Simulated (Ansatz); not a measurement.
Pressure series in KZnF3

Start from KZnF$_{3}$ in the cubic perovskite structure (space group Pm-3m, No. 221; a = 4.052 Å).

Cell and atoms are relaxed at each pressure.

The values are results of DFT with PBEsol, PAW potentials and a 420 eV plane-wave cutoff in Ansatz (a first-principles code), scalar-relativistic without spin-orbit coupling, not measurements.

Candidates:
(a) pressure 3 GPa
(b) pressure −2 GPa
(c) pressure 5 GPa
(d) pressure −1 GPa

Before the change:

```
Property   Result
--------  -------
Band gap  3.71 eV
```

Task: Order them by band gap, lowest first.

Result: (b) pressure −2 GPa (3.64 eV), (d) pressure −1 GPa (3.68 eV), (a) pressure 3 GPa (3.80 eV), (c) pressure 5 GPa (3.85 eV)

Load acts through the strain it causes; cell and atoms are relaxed under it. Whether these cells are dynamically stable was not tested. Competing high-pressure phases were not computed. Many cubic perovskites are stable only at high temperature; tilts and polar distortions were not tested.
